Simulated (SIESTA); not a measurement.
# Input and output of a self-consistent single point for Tc3Ir (P6_3/mmc, 8 atoms in the cell) (SIESTA)

Level of theory: GGA PBEsol, numerical atomic orbitals DZP, PseudoDojo PBEsol standard norm-conserving potentials (rewritten from UPF to PSML) (SIESTA).

Input:

```
# files in the folder: Tc.psml Ir.psml (PseudoDojo PBEsol standard)
SystemName  Tc3Ir
SystemLabel siesta

NumberOfAtoms                8
NumberOfSpecies              2
%block ChemicalSpeciesLabel
  1 43 Tc
  2 77 Ir
%endblock ChemicalSpeciesLabel
LatticeConstant              1.0 Ang
%block LatticeVectors
     5.495730000    0.000000000    0.000000000
    -2.747865000    4.759442000    0.000000000
     0.000000000    0.000000000    4.342010000
%endblock LatticeVectors
AtomicCoordinatesFormat      Ang
%block AtomicCoordinatesAndAtomicSpecies
     4.174199286    0.762986147    3.256507500  1
    -1.426334286    3.996455853    1.085502500  1
     1.426334286    3.996455853    1.085502500  1
     1.321530714    0.762986147    3.256507500  1
     2.747865000    3.233469706    3.256507500  1
    -0.000000000    1.525972294    1.085502500  1
     2.747867748    1.586479080    1.085502500  2
    -0.000002748    3.172962920    3.256507500  2
%endblock AtomicCoordinatesAndAtomicSpecies

XC.functional                GGA
XC.authors                   PBEsol
PAO.BasisSize                DZP
PAO.EnergyShift              0.01 Ry
MeshCutoff                   350 Ry
%block kgrid.MonkhorstPack
    5   0   0  0.0
    0   5   0  0.0
    0   0   5  0.0
%endblock kgrid.MonkhorstPack
OccupationFunction           FD
ElectronicTemperature        0.05 eV

MaxSCFIterations             150
SCF.Mixer.Method             Pulay
SCF.Mixer.Weight             0.1
SCF.Mixer.History            6
SCF.DM.Tolerance             1.0E-04
Diag.ParallelOverK           true
WriteForces                  true
```

Log, with long lists cut:

```
reinit: Reading from file input.fdf

reinit: System Name: Tc3Ir
reinit: System Label: siesta

coor:   Atomic-coordinates input format  =     Cartesian coordinates
coor:                                          (in Angstroms)

siesta: Atomic coordinates (Bohr) and species
siesta:      7.88809   1.44183   6.15391  1        1
siesta:     -2.69538   7.55221   2.05130  1        2
siesta:      2.69538   7.55221   2.05130  1        3
siesta:      2.49733   1.44183   6.15391  1        4
siesta:      5.19271   6.11037   6.15391  1        5
siesta:     -0.00000   2.88367   2.05130  1        6
siesta:      5.19272   2.99801   2.05130  2        7
siesta:     -0.00001   5.99603   6.15391  2        8

siesta: System type = bulk

initatomlists: Number of atoms, orbitals, and projectors:      8   152   172

siesta: ******************** Simulation parameters ****************************
redata: Spin configuration                          = none
redata: Time-Reversal Symmetry                      = T
redata: Number of Atomic Species                    =        2
redata: Mesh Cutoff                                 =   350.0000 Ry
redata: Net charge of the system                    =     0.0000 |e|
redata: Min. number of SCF Iter                     =        0
redata: Max. number of SCF Iter                     =      150
redata: SCF convergence failure will abort job
redata: SCF mix quantity                            = Hamiltonian
redata: Mix DM or H after convergence               =   F
redata: Recompute H after scf cycle                 =   F
redata: Mix DM in first SCF step                    =   T
redata: No kicks to SCF
redata: DM Mixing Weight for Kicks                  =     0.5000
redata: Require Harris convergence for SCF          =   F
redata: Harris energy tolerance for SCF             =     0.000100 eV
redata: Require DM convergence for SCF              =   T
   [... lines left out ...]
diag: Parallel distribution                         =     1 x     1
diag: Used triangular part                          = Lower
diag: Absolute tolerance                            =  0.100E-15
diag: Orthogonalization factor                      =  0.100E-05
diag: Memory factor                                 =  1.0000

superc: Internal auxiliary supercell:     5 x     5 x     5  =     125
superc: Number of atoms, orbitals, and projectors:   1000  19000  21500

                        Single-point calculation

superc: Internal auxiliary supercell:     5 x     5 x     5  =     125
superc: Number of atoms, orbitals, and projectors:   1000  19000  21500

outcell: Unit cell vectors (Ang):
        5.495730    0.000000    0.000000
       -2.747865    4.759442    0.000000
        0.000000    0.000000    4.342010

outcell: Cell vector modules (Ang)   :    5.495730    5.495730    4.342010
outcell: Cell angles (23,13,12) (deg):     90.0000     90.0000    120.0000
outcell: Cell volume (Ang**3)        :    113.5723
new_DM -- step:     1
Initializing Density Matrix...

Attempting to read DM from file... Failed...
DM filled with atomic data:

InitMesh: MESH = 54 x 54 x 50 = 145800
InitMesh: Mesh cutoff (required, used) =   350.000   355.777 Ry

stepf: Fermi-Dirac step function
        iscf     Eharris(eV)        E_KS(eV)     FreeEng(eV)     dDmax    Ef(eV) dHmax(eV)
   scf:    1   -19770.396155   -20002.888158   -20002.956490  1.322719 -3.767070 38.468627
   scf:    2   -20110.480693   -20088.036781   -20088.086780  0.781122 -3.967976  8.275789
   scf:    3   -20092.922113   -20090.789629   -20090.839868  0.082779 -4.181766  4.470750
   scf:    4   -20095.679726   -20094.055915   -20094.107332  0.369280 -4.983217  0.799539
   scf:    5   -20093.449381   -20093.973476   -20094.023897  0.115891 -5.071640  1.313610
   scf:    6   -20094.205472   -20094.149635   -20094.200208  0.057687 -5.035200  0.167904
   scf:    7   -20094.137497   -20094.144655   -20094.194993  0.003802 -5.025964  0.362199
   scf:    8   -20094.154959   -20094.152962   -20094.203485  0.009679 -5.026654  0.026823
   scf:    9   -20094.152939   -20094.152984   -20094.203532  0.001063 -5.026487  0.004857
   scf:   10   -20094.152971   -20094.152979   -20094.203537  0.000315 -5.027056  0.000703
   scf:   11   -20094.152979   -20094.152979   -20094.203537  0.000018 -5.027073  0.000245
SCF Convergence by DM+H criterion
max |DM_out - DM_in|         :     0.0000182461
max |H_out - H_in|      (eV) :     0.0002453327
SCF cycle converged after 11 iterations

Using DM_out to compute the final energy and forces

siesta: E_KS(eV) =           -20094.1530

siesta: E_KS - E_eggbox =    -20094.1530

siesta: Atomic forces (eV/Ang):
     1   -0.353351    0.204007   -0.000000
     2    0.353351   -0.204007   -0.000000
     3   -0.353296   -0.203993   -0.000000
     4    0.353296    0.203993   -0.000000
     5   -0.000015   -0.407960   -0.000000
     6    0.000015    0.407960   -0.000000
     7    0.000012   -0.000007    0.000000
     8   -0.000012    0.000007    0.000000
   Tot    0.000000   -0.000000   -0.000000
   Max    0.407960
   Res    0.203989    sqrt( Sum f_i^2 / 3N )
   Max    0.407960    constrained

Stress tensor Voigt[x,y,z,yz,xz,xy] (kbar):       59.66       59.71       49.82       -0.00        0.00        0.04
(Free)E + p*V (eV/cell)   -20098.2011
Target enthalpy (eV/cell)   -20094.2035

siesta: Program's energy decomposition (eV):
siesta: Ebs     =     -3962.060540
siesta: Eions   =     32649.283017
siesta: Ena     =      7477.652276
siesta: Ekin    =      6164.178400
siesta: Enl     =      1995.675601
siesta: Eso     =         0.000000
siesta: Edftu   =         0.000000
siesta: DEna    =       284.205280
siesta: DUscf   =         7.015684
siesta: DUext   =         0.000000
siesta: Ex      =     -3128.984138
siesta: Ec      =      -244.613066
siesta: Exc     =     -3373.597204
siesta: Eharris =    -20094.152979
siesta: Etot    =    -20094.152979
siesta: FreeEng =    -20094.203537

siesta: Atomic forces (eV/Ang):
siesta:      1   -0.353351    0.204007   -0.000000
siesta:      2    0.353351   -0.204007   -0.000000
siesta:      3   -0.353296   -0.203993   -0.000000
siesta:      4    0.353296    0.203993   -0.000000
siesta:      5   -0.000015   -0.407960   -0.000000
siesta:      6    0.000015    0.407960   -0.000000
siesta:      7    0.000012   -0.000007    0.000000
siesta:      8   -0.000012    0.000007    0.000000
siesta: ----------------------------------------
siesta:    Tot    0.000000   -0.000000   -0.000000

siesta: Stress tensor (static) (eV/Ang**3):
siesta:     0.037236    0.000027    0.000000
siesta:     0.000027    0.037268   -0.000000
siesta:     0.000000   -0.000000    0.031092

siesta: Cell volume =        113.572254 Ang**3

siesta: Pressure (static):
siesta:                Solid            Molecule  Units
siesta:          -0.00038336         -0.00025448  Ry/Bohr**3
siesta:          -0.03519877         -0.02336541  eV/Ang**3
siesta:         -56.39465376        -37.43550836  kBar
```

The run converged in 11 iterations.

The starting cell comes from a database of computed structures (which also holds hypothetical and non-ambient phases and stackings), without a prior relaxation at this level. Spin polarisation is off. Values carry the incompleteness of an atom-centred basis. With a pressure of about -6 GPa the cell is away from its equilibrium volume at this level.

Cost on one core of a shared machine: roughly 70 s.
